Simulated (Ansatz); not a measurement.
The parent structure is CaClF (space group P4/nmm, No. 129).

Space group P4/nmm, origin choice 1 (No. 129); a = 3.8667 Å, b = 3.8667 Å, c = 6.8743 Å, α = 90.00°, β = 90.00°, γ = 90.00°

```tsv
atom	site	symmetry	x	y	z
Ca	2c	4mm	0.5000	0.0000	0.1932
Cl	2c	4mm	0.0000	0.5000	0.3534
F	2a	-4m2	0.0000	0.0000	0.0000
```

Computed with r2SCAN (Ansatz, an electronic-structure program), without spin-orbit coupling.

For the base:

Volume per atom: 17.13 Å³
Band gap: 6.28 eV

Modification: cell and atoms relaxed at a pressure of 5 GPa.

What happens to the volume per atom?

The volume per atom decreases by 1.20 Å³ to 15.93 Å³.

Estimate the effect on the band gap.

The band gap drops by 0.08 eV (6.28 eV → 6.20 eV).

Load acts through the strain it causes; cell and atoms are relaxed under it. Whether these cells are dynamically stable was not tested. Competing high-pressure phases were not computed.
